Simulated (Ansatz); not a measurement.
CdS: isotropic strain +0.60 %

Consider CdS in the wurtzite structure (space group P6_3mc, No. 186; a = 4.0741 Å, c = 6.6367 Å).

Perturbation: every lattice vector is stretched by 0.60 %, atoms relaxed at fixed cell.

The values are results of LDA (Ansatz, an electronic-structure program; PAW; 420 eV plane waves; without spin-orbit coupling), not measurements. k-mesh 9×9×5 (Γ-centred); smearing 0.05 eV (Fermi–Dirac).

```tsv
quantity	base	changed	shift
volume per atom	23.85 Å³	24.28 Å³	+0.43 Å³
space group	P6_3mc (No. 186)	P6_3mc (No. 186)	–
energy relative to the base (free energy F)	0 meV/atom	+1.6 meV/atom	+1.6 meV/atom
pressure (mean of the normal stresses, compression positive)	0.00 GPa	-1.17 GPa	-1.17 GPa
band gap	1.03 eV	0.99 eV	-0.04 eV
gap character	direct at Γ	direct at Γ	–
mean gap deformation potential ΔEg/Δln V	–	-2.2 eV	–
width of the top valence band	1.87 eV	1.81 eV	-0.06 eV
electron mass	0.11 mₑ along c, 0.11 mₑ across (at Γ)	0.10 mₑ along c, 0.11 mₑ across (at Γ)	–
valence-band top at Γ (three highest levels, from the VBM)	0.00, 0.00, -0.06 eV	0.00, 0.00, -0.06 eV	–
```

Masses are band curvatures over ±0.01 Å⁻¹ around the edge. Gaps are read on the SCF mesh and a high-symmetry path. Stability against distortions was not tested.
